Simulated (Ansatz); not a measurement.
Ansatz (a quantum-chemistry and plane-wave program) is run on YCu2 (P6_3/mmc, 12 atoms in the cell), and the run fails. The aim is a self-consistent single point with DFT, PBEsol, plane waves, default PAW files made with PBE.

Cell that was meant: a = 5.3690 Å, b = 5.3690 Å, c = 8.8054 Å, α = 90.00°, β = 90.00°, γ = 120.00°.

Part of the input:

Ansatz 0.2 input:
```yaml
  xc: pbesol
  pseudopotentials:
    kind: paw
magnetization:
  spin_orbit: true
scf:
  occupations:
    method: cold
```

Output (repeated stretches shortened):

```
Error: inconsistent input (magnetization.spin_orbit, magnetization.noncollinear): true requires noncollinear: true — spin–orbit coupling acts on 2-spinor wavefunctions; set both flags
```

Task: From the messages shown, name the fault and mend the input.

Result: The fault is spin-orbit coupling without the non-collinear switch. Spin-orbit coupling mixes the two spin components, so the orbitals must be spinors. To fix it, switch non-collinear spin on with it, or drop the coupling. The program stopped before any SCF iteration.

The sound input it was made from differs as follows (other fixes are possible):
```diff
-magnetization:
-  spin_orbit: true
```

With that input, the run converged in 8 iterations: free energy E − TS (on the zero of these files) -67891.9584 eV; Fermi level (on the code's own zero) 12.74 eV; pressure -9.23 GPa; largest force (vector length) 0.332 eV/Å (DFT, PBEsol, plane waves, default PAW files made with PBE).

On the sound input: the starting cell was generated: these elements placed on a structure prototype, without a prior relaxation; it need not be a known phase or ordering of this composition. Spin polarisation is off. With a pressure of about -9 GPa the cell is away from its equilibrium volume at this level. Ansatz's pressure includes its estimate of the finite-basis (Pulay) stress.
